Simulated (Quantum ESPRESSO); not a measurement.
Quantum ESPRESSO 7.5, DFT, PBE, plane waves, SSSP 1.1.2 efficiency PBE: bcc Mo, atoms displaced (Mo12), 12 atoms. Basis and mesh were picked for this test and aren't claimed converged.

| Item | Value |
|---|---|
| cell | 8.18, 5.45, 5.45 Å; 109.5, 109.5, 109.5° |
| distance to the nearest atom | 2.51 to 2.70 Å |
| task | scf |
| k mesh | 2×3×3 |
| ecutwfc | 45 Ry |
| ecutrho | 360 Ry |
| occupations | smearing |
| smearing | mv |
| degauss | 0.02 Ry |
| conv_thr | 1.2e-08 Ry |
| tprnfor | true |
| tstress | false |
| k-point pools (-nk) | 4 |
| diagonalization | david (default) |
| k-points computed | 10 |
| bands | 101 |
| electrons | 168 |
| G-vectors of the density | 145623 |
| FFT grid | 96×64×64 |

Settings of this run: mixing_mode = plain, mixing_beta = 0.7, mixing_ndim = 8; 8 ranks.

```tsv
SCF iteration	band solver's avg # of iterations (first pass)	estimated scf accuracy (Ry)
1	2.2	0.48688284
2	5.6	1.57448351
3	6.5	2.78202857
4	5.1	0.44603914
5	2.0	0.01322346
6	12.9	0.03178702
7	5.0	0.00690390
8	8.5	0.01311058
9	2.5	0.00032249
10	7.7	0.00046161
11	2.0	0.00008766
12	2.2	0.00002661
13	4.1	0.00000893
14	4.7	0.00001643
15	3.0	0.00000068
16	4.7	0.00000040
17	2.3	0.00000020
18	1.5	0.00000004
19	4.6	0.00000002
20	3.3	0.00000001
```

It converged after 20 SCF iterations.

Problem. The cycle is slow. Which setting should be changed?

Solution. One answer among several that fit: mixing_mode = TF (11 SCF iterations) or mixing_mode = local-TF (11 SCF iterations), all else kept. The other changes of this size gave: mixing_beta = 0.2 (15); mixing_beta = 0.4 (17); mixing_ndim = 16 (18); mixing_beta = 0.1 (19); mixing_beta = 1 (28); mixing_ndim = 4 (28). The first change moves the result by: energy under 0.001 meV/atom, forces (largest component) 0.21 meV/Å. Counts are of single runs.
